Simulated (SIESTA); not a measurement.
Band structure of TiO2 (I4_1/amd, 6 atoms in the cell).

```
TiO2
1.0
   -1.89250     1.89250     4.75500
    1.89250    -1.89250     4.75500
    1.89250     1.89250    -4.75500
Ti O
2 4
Direct
  0.75000   0.25000   0.50000
  0.00000   0.00000   0.00000
  0.54200   0.04200   0.50000
  0.79200   0.79200   0.00000
  0.20800   0.20800   0.00000
  0.95800   0.45800   0.50000
```

Method: GGA PBE, numerical atomic orbitals TZP, PseudoDojo PBE standard norm-conserving potentials (rewritten from UPF to PSML) (SIESTA).

Settings: XC.functional = GGA; XC.authors = PBE; potentials = PseudoDojo PBE standard; PAO.BasisSize = TZP; PAO.EnergyShift = 0.01 Ry; MeshCutoff = 400 Ry; kgrid.MonkhorstPack = 6 6 6; OccupationFunction = FD; ElectronicTemperature = 580.23 K; MaxSCFIterations = 150; SCF.Mixer.Method = Pulay; SCF.Mixer.Weight = 0.2; SCF.Mixer.History = 6; SCF.DM.Tolerance = 1.0E-04.

The starting cell has typed, rounded lattice constants, without a prior relaxation at this level. Values carry the incompleteness of an atom-centred basis.

**Question.** Predict the gap along the standard path and the places of the band edges.

**Answer.** The gap along the path is 1.92 eV, from a point between Γ and X to Γ; the smallest direct gap on it is 2.27 eV.

Levels in eV from the top of the valence band on the path, bands 21 to 25:
```json
[
 {"point": "Γ", "21": "-0.83", "22": "-0.83", "23": "-0.47", "24": "-0.47", "25": "1.92"},
 {"point": "X", "21": "-2.14", "22": "-2.14", "23": "-0.05", "24": "-0.05", "25": "3.16"},
 {"point": "Y", "21": "-1.98", "22": "-1.98", "23": "-0.09", "24": "-0.09", "25": "3.13"},
 {"point": "S", "21": "-1.23", "22": "-0.96", "23": "-0.91", "24": "-0.88", "25": "3.07"},
 {"point": "Z", "21": "-1.33", "22": "-1.33", "23": "-0.14", "24": "-0.14", "25": "2.28"},
 {"point": "S1", "21": "-1.23", "22": "-0.96", "23": "-0.91", "24": "-0.88", "25": "3.07"},
 {"point": "N", "21": "-2.02", "22": "-0.93", "23": "-0.92", "24": "-0.66", "25": "3.06"},
 {"point": "P", "21": "-1.65", "22": "-1.65", "23": "-0.26", "24": "-0.26", "25": "3.40"},
 {"point": "Y1", "21": "-1.98", "22": "-1.97", "23": "-0.09", "24": "-0.09", "25": "3.13"}
]
```

Higher empty bands are left out: an atom-centred basis made for the valence describes them poorly.
